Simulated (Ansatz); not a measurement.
Start from Cu in the fcc (Cu type) structure (space group Fm-3m, No. 225; relaxed with 0.1 eV smearing).

Cu is modelled in the cubic space group Fm-3m (No. 225), the fcc (Cu type) structure, Pearson symbol cF4. Conventional cell: a = b = c = 3.5184 Å, α = β = γ = 90.00°. Cu on 4a has 12 Cu at 2.488 Å (cuboctahedral). (Neighbours: up to the widest gap in distance over summed covalent radii, below 1.35, at either atom.)
(The calculation used a cell of 1 atom; values per cell refer to that cell.)

Computed with LDA/PAW in Ansatz (a first-principles code), no SOC.

Strains are applied to the cell and any free atomic positions relax.

One change was made to it. Results:

The pressure goes from zero to -11.6 GPa; the energy increases by 33 meV/atom.

Task: Which of these changes matches the shifts?
(A) isotropic strain +2.50 %
(B) isotropic strain −2.00 %
(C) isotropic strain +0.50 %
(D) isotropic strain +1.50 %

Result: A, isotropic strain +2.50 %. For comparison, the energy relative to the base in the other runs: isotropic strain +0.50 % gives +1.4 meV/atom; isotropic strain −2.00 % gives +25 meV/atom; isotropic strain +1.50 % gives +12 meV/atom.

No phonon test of stability was made. All final runs are without spin polarisation.
